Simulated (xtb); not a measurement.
xtb 6.7.1, GFN2-xTB: W(NH)(S)(F)(Me) ([CH3][W](=[NH])([F])=[S]), 9 atoms. The geometry is a generated start, not checked to be a minimum at this level.

```yaml
method: GFN2-xTB
"--acc": 1 (default)
"--etemp (K)": 300 (default)
detailed input (--input): "none: ANC optimiser, Lindh (1995) Hessian, microcycle=20, maxdispl=1.0, hlow=0.01 (default)"
basis_functions: 36
valence_electrons: 32
```

```xyz
9

W      0.3620     0.6244    -0.5479
N      0.2386    -0.5569    -1.8652
H      0.2850    -1.2053    -2.6581
S      2.4499     0.7547     0.0908
F     -0.4288     2.3040    -0.6301
C     -0.5683    -0.3795     1.1506
H     -0.8118    -1.4487     1.0870
H     -1.5361     0.1570     1.2902
H      0.0095    -0.2497     2.0828
```

Charge 0 and multiplicity 1 are set for this test and not shown to be the ground state.

The structure is relaxed from this start with --opt LEVEL for the levels crude, sloppy, loose, lax, normal, tight, vtight, extreme, once each. Up to the end of the extreme run atoms move by at most 0.67 Å along an axis.

Question: What is the loosest level that ends within 1 meV of the extreme run, and how many cycles does it take?

Answer: vtight: 152 cycles against 179, ending 0.054 meV above.

```csv
level,cycles,energy above the extreme run (meV),gradient norm (eV/Å)
crude,1,4.5,0.18
sloppy,1,4.5,0.18
loose,1,4.5,0.18
lax,3,3.6,0.049
normal,8,3.4,0.014
tight,8,3.4,0.014
vtight,152,0.054,0.0015
extreme,179,—,0.00088
```
